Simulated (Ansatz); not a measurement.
The starting structures come from a database of crystals and need not be the phases stable at ambient conditions.

By LDA and PBEsol, the system below comes out a metal.

Data:

```xyz
1
Lattice="2.9499 0.0000 0.0000 -1.4750 2.5547 0.0000 1.4750 0.8516 2.4086" Properties=species:S:1:pos:R:3 pbc="T T T"
Ta     0.0000     0.0000     0.0000
```

Space group of this cell: Fm-3m, fcc (Cu type). The cell is taken as given; by PBEsol its mean pressure is 0.7 GPa.

The current runs along the normal of the first two printed vectors, the (111) plane. All runs by Ansatz (an electronic-structure program), plane waves and PAW, without spin-orbit coupling; the base is PBEsol.

```tsv
run	mean pressure (GPa)	G/A, both spins (10¹⁵ S/m²)
base	0.7	1.50
all lengths scaled by 0.98	14.6	…
all lengths scaled by 1.02	-10.2	…
lda in place of pbesol	-4.5	1.54
lengths across the current scaled by 0.98, ions clamped	9.5	1.61
lengths across the current scaled by 1.02, ions clamped	-6.9	…
lengths along the current scaled by 0.97, ions clamped	7.2	1.54
lengths along the current scaled by 1.03, ions clamped	-5.1	1.50
```

Complete the blanks.


- all lengths scaled by 0.98, G/A, both spins (10¹⁵ S/m²): 1.65
- all lengths scaled by 1.02, G/A, both spins (10¹⁵ S/m²): 1.42
- lengths across the current scaled by 1.02, ions clamped, G/A, both spins (10¹⁵ S/m²): 1.40
